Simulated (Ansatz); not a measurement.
## ZrMo2 (Fd-3m, No. 227)

Level of theory: PBEsol in Ansatz (PAW).

Settings: plane-wave cutoff 500 eV, 12×12×12 k mesh, Fermi–Dirac smearing 0.1 eV, no spin polarisation, scalar-relativistic PAW data made under PBE.

Cell: relaxed at this level.

| Property | Value |
|---|---|
| volume per atom | 17.80 Å³/atom |
| lattice parameter a | 7.532 Å |
| band gap | zero (no gap) |

Note: the relaxation could not lower the start's symmetry, so the cell can be a saddle point above a distorted one.

Spin–orbit coupling is not included.

Ansatz is a program for electronic structure.
